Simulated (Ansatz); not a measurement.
The parent structure is WSe₂ (space group P6_3/mmc, No. 194; layered, stacked along the Cartesian z axis).

```xyz
6
Lattice="3.2790 0.0000 0.0000 -1.6395 2.8397 0.0000 0.0000 0.0000 12.7862" Properties=species:S:1:pos:R:3 pbc="T T T"
W      1.6395     0.9466     9.5897
W      0.0000     1.8932     3.1966
Se     1.6395     0.9466     4.8808
Se     0.0000     1.8932    11.2739
Se     0.0000     1.8932     7.9054
Se     1.6395     0.9466     1.5123
```

Cartesian axes are those of the cell as printed.

The values are results of PBE-D3(BJ)/PAW in Ansatz (a quantum-chemistry and plane-wave program), without spin-orbit coupling, not measurements.

For the base:

```
Property                              Result
---------------------  ---------------------
Band gap                             0.87 eV
Valence-band top at Γ  0.00, -0.96, -1.20 eV
```

Modification: uniaxial strain ε_zz = −3.00 %, all other strain components held at zero; the atoms relax in the strained cell.

Q: Estimate the effect on the band gap.

A: The band gap falls by 0.15 eV (0.87 eV → 0.72 eV).

Q: Predict the new valence-band top at Γ.

A: The valence-band top at Γ (three highest levels, from the VBM) becomes 0.00, -0.74, -1.31 eV (base: 0.00, -0.96, -1.20 eV).

Spin-orbit coupling, missing from the scalar runs, can matter with W. Stability against distortions was not tested.
